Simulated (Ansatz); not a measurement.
## TaRu (P4/mmm, No. 123, 2 atoms in the cell; start mp-1601): lattice parameter c by level of theory

No measured value is used here.

```
level (code)     value (Å)
---------------  ---------
LDA (Ansatz)         3.359
PBEsol (Ansatz)      3.380
r²SCAN (Ansatz)      3.387
```

Density-functional levels without +SOC have no spin–orbit coupling. LDA, PBEsol, r²SCAN: the run has no spin polarisation, so it can have missed a magnetic state. LDA, PBEsol, r²SCAN: the relaxation could not lower the start's symmetry, so the cell can be a saddle point above a distorted one. Cutoffs differ between the levels. Ansatz's density-functional and Hartree–Fock values are scalar-relativistic unless marked +SOC, with PAW data made under PBE.

A start named mp-… is a Materials Project structure, which need not be a measured phase.

Ansatz is an electronic-structure program.
